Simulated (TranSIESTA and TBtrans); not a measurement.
Ga chain bridged by a linear C6 unit along the axis

Device: Ga chain bridged by a linear C6 unit along the axis. Leads: straight Ga chain, spacing 2.55 Å. Geometry: 8 atoms about the centre moved by SIESTA (PBE, DZP) to a largest force of 0.01 eV/Å, all others as built, motion along the axis alone.

Method: TranSIESTA and TBtrans, PBE, DZP numerical orbitals (energy shift 0.15 eV), PseudoDojo norm-conserving scalar-relativistic potentials, mesh cutoff 200 Ry, 300 K, no spin polarisation, no spin-orbit coupling; self-consistent non-equilibrium Green functions.

* **Conductance at 300 K (G0 = 2e²/h)**: 1.68
* **Thermopower (μV/K)**: -6.1
* **Mean T from −0.5 to 0.5 eV**: 1.18

Energies count from the leads' Fermi level. Transmissions are for one spin of a degenerate pair. The energy step is 0.01 eV; narrower resonances are cut or missed.

```csv
E (eV),T,lead channels
-2.00,2.5e-5,1
-1.90,2.4e-5,1
-1.80,2.4e-5,1
-1.70,2.3e-5,1
-1.60,2.1e-5,1
-1.50,1.2e-5,1
-1.40,0,0
-1.30,2.7e-5,1
-1.20,2.6e-5,1
-1.10,2.6e-5,1
-1.00,2.5e-5,1
-0.90,2.5e-5,1
-0.80,2.5e-5,1
-0.70,2.5e-5,1
-0.60,2.5e-5,1
-0.50,2.5e-5,1
-0.40,2.5e-5,1
-0.30,2.5e-5,1
-0.20,0.61,3
-0.10,1.47,3
0.00,1.70,3
0.10,1.76,3
0.20,1.78,3
0.30,1.80,3
0.40,1.83,3
0.50,1.88,3
0.60,1.93,3
0.70,1.97,3
0.80,1.99,3
0.90,2.00,3
1.00,1.99,3
1.10,1.96,3
1.20,1.94,3
1.30,1.91,3
1.40,1.89,3
1.50,1.88,3
1.60,1.87,3
1.70,1.87,3
1.80,1.88,3
1.90,1.88,3
2.00,1.89,3
```

The straight chain is held at its spacing; free chains may zigzag or dimerise. No spin-polarised start was tried, so a magnetic state, if there is one, is missed.
